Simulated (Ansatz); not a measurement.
Results of dielectric-dependent PBEsol hybrid in Ansatz (plane waves, PAW) for GaAlP2 (P-4m2, No. 115, 4 atoms in the cell; start mp-1228888).

Input file:

Ansatz 0.2 input:
```yaml
crystal:
  lattice:
    - [3.8588331907, 0.0, 0.0]
    - [0.0, 3.8588331907, 0.0]
    - [0.0, 0.0, 5.4533620732]
  atoms:
    - { symbol: Al, position: [0.5, 0.5, 0.5] }
    - { symbol: Ga, position: [0.0, 0.0, 0.0] }
    - { symbol: P, position: [0.0, 0.5, 0.2497136111] }
    - { symbol: P, position: [0.5, 0.0, 0.7502863889] }
  host: atoms
basis:
  ecutwfc: 460
  ecutrho_ratio: 4
  xc_grid: 2
kpoints:
  mp_grid: { grid: [6, 6, 6] }
  band_path: { path: [[0, 0, 0], [0.454545, 0.454545, 0]], npoints: 1 }
hamiltonian:
  xc:
    exchange: pbesol
    correlation: pbesol
    exx: { coeff: inverse_dielectric }
  dispersion: none
  pseudopotentials: { azcp: { folder: ./paw }, kind: paw }
scf:
  occupations: { method: fermi_dirac, width: 0.01 }
  convergence: { dr2_threshold: 0.0000000004 }
output:
  forces: true
  stress: true
  eigenvalues: true
  write_bands: true
```

Excerpt of the program's output:

```
WARN output.stress: scf.exx.energy_threshold = 1e-6 eV is looser than the 4e-8 eV advised for a stress under a hybrid functional (1e-8 eV for each atom of the …
Crystal: 4 atoms, lattice volume = 81.204 Å³
Basis set: ecut = 460 eV, 1859 PW (Γ), exchange–correlation on 54×54×80 points (8 copies of the dense FFT grid, shifted against one another)
Bands: 17, of which v1, the nominal top of the filled ones, is band 13 counted from 1 (12 counted from 0)
Symmetry: 8 space group operations
Space group: P-4m2 (ITA 115), of the structure as read, at distance tolerance 4.3e-5 Å
k-points: 40 of 216 (time reversal used)
Initial density: superposition of atomic densities (chi_scale 0.1, normalization cell, long waves kept (reshape's long-wave potential 0.01 eV rms))
SCF iter   1: F=—  HF=-5750.162190 eV  |F-HF|=—  |Δ(HF+E_count)|=         —  Δρ=4.48e-2  dr2=1.56e0
SCF iter   2: F=—  HF=-5749.809708 eV  |F-HF|=—  |Δ(HF+E_count)|=   3.52e-1  Δρ=2.06e-2  dr2=2.00e-1
  ...
Crystal: 4 atoms, lattice volume = 81.204 Å³
Initial density: handed on by an earlier stage of this run
Functional: x = 0.8941891434432884 pbesol(κ = 0.804, μ = 0.12345679012345678) + 0.10581085655671162 exact, c = pbesol(β = 0.046)
Crystal: 4 atoms, lattice volume = 81.204 Å³
SCF iter   3: F=—  HF=-5761.123581 eV  |F-HF|=—  |Δ(HF+E_count)|=   2.88e-8  Δρ=1.20e-6  dr2=1.26e-9
SCF iter   4: F=-5761.123581 eV  HF=-5761.123581 eV  |F-HF|=3.73e-11  |Δ(HF+E_count)|=  4.12e-10  Δρ=1.93e-7  dr2=6.37e-11
SCF 3 converged in 4 iterations: F = -5761.123581 eV  dr2 = 6.37e-11
Free energy (F): -5761.123581 eV
Internal energy: -5761.123581 eV  (E = F + TS)
E sigma→0 (E₀):  -5761.123581 eV
Fermi energy:    6.667434 eV
--- Stress (GPa, compression-positive) ---
       -0.428652       0.000000      -0.000000
        0.000000      -0.428652       0.000000
       -0.000000       0.000000      -0.538137
  P = ⅓ Tr σ = -0.4651 GPa (-4.651 kbar)
```

The PAW data were made under PBE.

Note: cell and atoms aren't relaxed at this level (pressure -0.5 GPa).

Computing time: around 2.6 core-minutes (rough).

A start named mp-… is a Materials Project structure, which need not be a measured phase.

Ansatz is an electronic-structure program.
